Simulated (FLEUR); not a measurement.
Worked example: self-consistent single point of WS2 (P-6m2, 3 atoms in the cell) in FLEUR.

Method: LDA (Perdew-Zunger), all-electron FLAPW (FLEUR), scalar-relativistic valence run with FLEUR.

The change in words: lattice scaled by 0.98. Reference geometry:
```xyz
3
Lattice="3.1539 0.0000 0.0000 -1.5770 2.7314 0.0000 0.0000 0.0000 16.7929" Properties=species:S:1:pos:R:3 pbc="T T T"
W      0.0000     0.0000     0.0000
S      0.0000     1.8209    15.2480
S      0.0000     1.8209     1.5450
```

Reference input (self-consistent single point, DFT, LDA (Perdew-Zunger), all-electron FLAPW (FLEUR), scalar-relativistic valence): Kmax = 4 1/bohr; GmaxXC = 14 1/bohr; xcFunctional = pz; jspins = 1; l_soc = F; mode = hist; fermiSmearingEnergy = 0.0001 Htr; mesh (inpgen div1-3) = 6 6 1; inpgen gamma flag = true; Gmax = 14 1/bohr; numbands = 0; maxIterBroyd = 99. This run's input differs from it in these lines:

```diff
@@ -3,5 +3,5 @@
 &input film=f /
-5.9600320317 0.0000004166 0.0000000000
--2.9800163766 5.1615389385 0.0000000000
-0.0000000000 0.0000000000 31.7340574273
+5.8408320513 0.0000003785 0.0000000000
+-2.9204163534 5.0583087464 0.0000000000
+0.0000000000 0.0000000000 31.0993759008
 1.0
@@ -45,5 +45,5 @@
          <bravaisMatrix>
-            <row-1>    5.9600320317000000     0.0000004166000000     0.0000000000000000</row-1>
-            <row-2>   -2.9800163766000001     5.1615389384999997     0.0000000000000000</row-2>
-            <row-3>    0.0000000000000000     0.0000000000000000    31.7340574273000016</row-3>
+            <row-1>    5.8408320512999996     0.0000003785000000     0.0000000000000000</row-1>
+            <row-2>   -2.9204163533999998     5.0583087463999998     0.0000000000000000</row-2>
+            <row-3>    0.0000000000000000     0.0000000000000000    31.0993759007999984</row-3>
          </bravaisMatrix>
```

Output (repeated stretches shortened):

```
 Iteration:     1   Distance:       7.00630335 me/bohr^3
 Iteration:     2   Distance:       6.43615698 me/bohr^3
 Iteration:     3   Distance:       2.79013979 me/bohr^3
 Iteration:     4   Distance:       1.29678869 me/bohr^3
 Iteration:     5   Distance:       1.08313249 me/bohr^3
   [... 7 lines left out ...]
 Iteration:    13   Distance:       0.00019245 me/bohr^3
 Iteration:    14   Distance:       0.00003834 me/bohr^3
 Iteration:    15   Distance:       0.00001087 me/bohr^3
 Iteration:    16   Distance:       0.00000693 me/bohr^3
 Reset of history
 Run finished successfully
 Stop message:
   Structural relaxation: new displacements generated

[file out, last iteration]
             iter=     17
[...]
          total density-effective poten   -2.9371240674E+04
          total charge density-energy d   -3.6490300799E+02
 Updated energy parameters for spin:           1
[...]
 fermi energy and band-weighting factors:

[...]
FERMIE:
          first approx. to ef    (T=0)  :  -0.008278 htr   (energy of the highest occ. eigenvalue)
          number of occ. states  (T=0)  :         91
          first approx. to seigv (T=0)  : -17.671605 htr
          sum of weights of occ. states :  13.000000
          sum of semicore charge        :   0.000000 e
FERHIS:  Fermi-Energy by histogram:
          bandgap                     :   0.073040 htr
   [... lines left out ...]
          charge neutrality (T=0)     :   0.000000    (zero if the highest occ. eigenvalue is "entirely" occupied)
 Direct bandgap for spin            1 :    7.3040019047333801E-002  Htr
 ---->    free energy=                    -16952.8393267843 htr
   [... lines left out ...]
      extrapolation for T->0
 ---->    total electron energy=          -16952.8393267843 htr
 ***** TOTAL FORCES ON ATOMS *****
 TOTAL FORCE FOR ATOM TYPE=  1  X=  0.000   Y=  0.000   Z=  0.000
                       FX_TOT= 0.000000 FY_TOT= 0.000000 FZ_TOT= 0.000000
 TOTAL FORCE FOR ATOM TYPE=  2  X=  2.920   Y= -1.686   Z= -2.861
                       FX_TOT= 0.000000 FY_TOT= 0.000000 FZ_TOT=-0.027737
```

The run converged in 16 iterations. FLEUR gives forces in its relaxation mode, with a further iteration, so its stop message speaks of a relaxation. Against the reference run the free energy goes up by 31.8 meV/atom, the largest force goes from 0.165 to 1.426 eV/Å and the gap on the mesh goes from 1.842 to 1.988 eV.

The starting cell comes from a database of computed structures (which also holds hypothetical and non-ambient phases and stackings), without a prior relaxation at this level. Its lattice was rescaled by a random factor within 2.5 % of one. For this run, on top of that: lattice scaled by 0.98. Spin-orbit coupling is off. Values depend on the basis (sphere radii, cutoffs, local orbitals), which need not be converged. Forces in this geometry exceed 1 eV/Å.

Cost on one core of a shared machine: roughly 4 min.
